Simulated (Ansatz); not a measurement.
The starting structures come from a database of crystals and need not be the phases stable at ambient conditions.

 Where the default PAW files enter, the runs use the earlier of Ansatz's two default sets.

**Evanescent states of CaSnF6 (Fm-3m, not sure to be the ambient phase, 8 atoms a cell, 18.8 Å³ an atom) along the normal of (001)**

All values below come from r2SCAN (plane waves, PAW; Ansatz, a first-principles code).

The gap is the functional's own. No spin-orbit coupling. Mid-gap values are interpolated on the energy grid.

Energies count from the valence-band top; κ is the least over a 6×6 mesh across the current.

```
E (eV)  κ (1/Å)  where
------  -------  -----
0.15      0.338      Γ
0.45      0.440  off Γ
0.75      0.490  off Γ
1.05      0.532  off Γ
1.35      0.568  off Γ
1.65          …  off Γ
1.95          …  off Γ
2.25          …      Γ
2.55          …      Γ
2.85          …      Γ
3.15          …      Γ
3.45          …      Γ
3.75          …      Γ
4.05          …      Γ
4.35          …      Γ
4.65          …      Γ
4.95          …      Γ
5.25      0.427      Γ
5.55      0.388      Γ
5.85      0.340      Γ
6.15      0.275      Γ
6.45      0.171      Γ
```

**Question.** Some entries are withheld; supply them.

**Answer.** 
- 1.65, κ (1/Å): 0.603
- 1.95, κ (1/Å): 0.637
- 2.25, κ (1/Å): 0.652
- 2.55, κ (1/Å): 0.636
- 2.85, κ (1/Å): 0.618
- 3.15, κ (1/Å): 0.599
- 3.45, κ (1/Å): 0.580
- 3.75, κ (1/Å): 0.560
- 4.05, κ (1/Å): 0.538
- 4.35, κ (1/Å): 0.515
- 4.65, κ (1/Å): 0.489
- 4.95, κ (1/Å): 0.460
